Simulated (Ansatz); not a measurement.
## What isotropic strain −2.50 % does to Na

Consider Na in the bcc (W type) structure (space group Im-3m, No. 229; a = 4.199 Å; relaxed with 0.1 eV smearing).

It is then changed as follows: every lattice vector is shortened by 2.50 %, atoms relaxed at fixed cell.

The values are results of PBE (Ansatz, a program for electronic structure; PAW; 420 eV plane waves; spin-orbit coupling left out), not measurements. Γ-centred 22×22×22 mesh, Fermi–Dirac width 0.1 eV.

The volume per atom shrinks by 2.708 Å³ to 34.32 Å³ and the space group remains Im-3m (No. 229). The shortest interatomic distance shrinks by 0.091 Å (3.637 Å → 3.546 Å) and the energy rises by 5.4 meV/atom. The pressure goes from zero to 0.7 GPa and the band gap remains zero.

Final structure:

```xyz
1
Lattice="-2.0471 2.0471 2.0471 2.0471 -2.0471 2.0471 2.0471 2.0471 -2.0471" Properties=species:S:1:pos:R:3 pbc="T T T"
Na     0.0000     0.0000     0.0000
```

Cost of the whole job for the changed cell (relaxation, final SCF and bands): roughly 11 core-seconds.

Whether these cells are dynamically stable was not tested.
